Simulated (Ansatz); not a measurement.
Given:

End structure of the (100) surface of germanium (in the relaxation like top atoms buckled by 0.3 Å), 1 pair of surface atoms bonded, Ga on one of 2 atoms under the surface, Cl on every dangling bond (bottom of the slab: built like the top, H on every dangling bond, free):

```xyz
24
Lattice="8.1459 0.0000 0.0000 0.0000 4.0729 0.0000 0.0000 0.0000 33.0000" Properties=species:S:1:pos:R:3 pbc="T T T"
Ge     2.8053     0.0000     9.8593
Ge     5.3334     0.0000     9.8590
Ge     2.1487     2.0365    11.1299
Ge     5.9944     2.0365    11.1289
Ge     4.0730     2.0365    12.6998
Ge    -0.0031     2.0365    12.4597
Ge     4.0725     0.0000    14.0904
Ge     0.0014     0.0000    13.9554
Ge     6.1094     0.0000    15.4676
Ge     2.0365     0.0000    15.4676
Ge     6.1094     2.0365    16.9076
Ge     2.0365     2.0365    16.9076
Ge    -0.0021     2.0365    18.4115
Ge     4.0716     2.0365    18.2942
Ge     0.0422     0.0000    19.9099
Ge     4.0169     0.0000    19.7174
Ga     2.0937     0.0000    21.3302
Ge     6.0313     0.0000    21.1589
Ge     2.8606     2.0365    22.6933
Ge     5.4053     2.0365    22.5173
H      2.2771     0.0000     8.3955
H      5.8617     0.0000     8.3952
Cl     2.3216     2.0365    24.7996
Cl     6.4096     2.0365    24.4503
```

Set-up: 24 atoms, 16.6 Å thick at the start with caps and adatoms; mesh 4x7x1; 0.025 eV smearing; dipole correction on; 4 atoms held, the rest relaxed; start symmetry kept, larger cells not searched; spin-polarised, no spin-orbit, no U. The slab shows no gap on its mesh. The starting moment vanished. In PBE it lies 0.04 eV a 1x1 cell over the lowest computed structure of the same composition (1 pair of surface atoms bonded, Ga on one of 2 atoms of the third shell, Cl on every dangling bond).

Predict the work function of the top face from PBE (Ansatz, a first-principles code).

6.30 eV
